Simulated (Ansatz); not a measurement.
Start from CaCd2P2 (space group P-3m1, No. 164; a = 4.247 Å, c = 6.929 Å).

Calculations: DFT with PBEsol, PAW potentials and a 420 eV plane-wave cutoff in Ansatz (a first-principles code), no spin-orbit coupling.

For the base:

| Item | Result |
|---|---|
| Electron mass | 0.17 mₑ along c, 0.092 mₑ across (at Γ) |
| Lattice parameter a | 4.247 Å |
| Valence-band top at Γ | 0.00, 0.00, -0.11 eV |

One thing is altered: a negative pressure, −1 GPa.

Q: How does this affect the electron mass?

A: The electron mass goes from 0.17 mₑ along c, 0.092 mₑ across (at Γ) to 0.15 mₑ along c, 0.087 mₑ across (at Γ).

Q: How does this affect the lattice parameter a?

A: The lattice parameter a goes up by 0.019 Å, from 4.247 Å to 4.266 Å.

Q: What happens to the valence-band top at Γ?

A: The valence-band top at Γ (three highest levels, from the VBM) goes from 0.00, 0.00, -0.11 eV to 0.00, 0.00, -0.10 eV.

The levels and masses belong to the bands next to the band gap. Load acts through the strain it causes; cell and atoms are relaxed under it. Masses are band curvatures over ±0.01 Å⁻¹ around the edge. Stability against distortions was not tested.
